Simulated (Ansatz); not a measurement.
The starting structures come from a database of crystals and need not be the phases stable at ambient conditions.

By PBEsol, the system below comes out a metal.

Consider the following.

```
CELL_PARAMETERS angstrom
      5.18013     0.00000     0.00000
      0.00000    11.46140     0.00000
      2.59007     0.00000     1.49537
ATOMIC_POSITIONS crystal
  Nb 0.33333 0.87715 0.00000
  Nb 0.66667 0.12285 0.00000
  Nb 0.66667 0.37715 0.00000
  Nb 0.33333 0.62285 0.00000
  N  0.00000 0.00000 0.00000
  N  0.00000 0.50000 0.00000
  N  0.33333 0.25000 0.00000
  N  0.66667 0.75000 0.00000
```

Space group of this cell: P6_3/mmc. The cell is taken as given; by PBEsol its mean pressure is -14.0 GPa.

The current flows along the normal of the first two printed cell vectors, the (110) plane of the conventional cell. No spin-orbit coupling; the value is a mean over 0.1 eV about the Fermi level.

### Question
Give the ballistic conductance per area that PBEsol (Ansatz, a quantum-chemistry and plane-wave program) yields.

### Answer
0.66 × 10¹⁵ S/m² for both spins.
